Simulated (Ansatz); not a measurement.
**Effect of Ti vacancy, symmetric start on TiAl**

The reference is a 24-atom supercell of TiAl (space group P4/mmm, No. 123; a = 2.797 Å, c = 4.032 Å) at its relaxed geometry.

Modification: a neutral Ti vacancy, symmetric start, atoms relaxed at fixed cell.

Calculations: PBEsol (Ansatz, a first-principles code; PAW; 420 eV plane waves; no SOC), earlier PAW set. k-mesh 5×4×5 (Γ-centred); smearing 0.05 eV (Fermi–Dirac).

```csv
quantity,base,changed,shift
pressure,0.0 GPa,-1.1 GPa,-1.04 GPa
energy gained by relaxation,–,0.02 eV,–
largest displacement of a host atom from its site in the perfect cell,–,0.03 Å,–
```

Final structure:

```
Ti11Al12
1.0
    5.59406     0.00000    -4.03197
    0.00000     8.39109     0.00000
    5.59406     0.00000     4.03197
Al Ti
12 11
Cartesian
  6.99227   1.39191  -2.02311
  6.98560   4.19554  -2.01885
  6.99227   6.99918  -2.02311
  4.19585   1.39191   2.02311
  4.20251   4.19554   2.01885
  4.19585   6.99918   2.02311
  6.99227   1.39191   2.02311
  6.98560   4.19554   2.01885
  6.99227   6.99918   2.02311
  4.19585   1.39191  -2.02311
  4.20251   4.19554  -2.01885
  4.19585   6.99918  -2.02311
  0.00000   2.76379   0.00000
  0.00000   5.62730   0.00000
  2.79888   0.00000   0.00000
  2.77933   2.79785   0.00000
  2.77933   5.59324   0.00000
  5.59406   0.00000   0.00000
  5.59406   2.77630   0.00000
  5.59406   5.61479   0.00000
  8.38924   0.00000   0.00000
  8.40879   2.79785   0.00000
  8.40879   5.59324   0.00000
```

The cell is small, so the values are those of an ordered compound at a high defect concentration; dilute-limit values will differ. The defect started on the symmetric site and kept its symmetry, so it may sit on a saddle. All final runs are without spin polarisation. The defect cell is not spin-polarised.
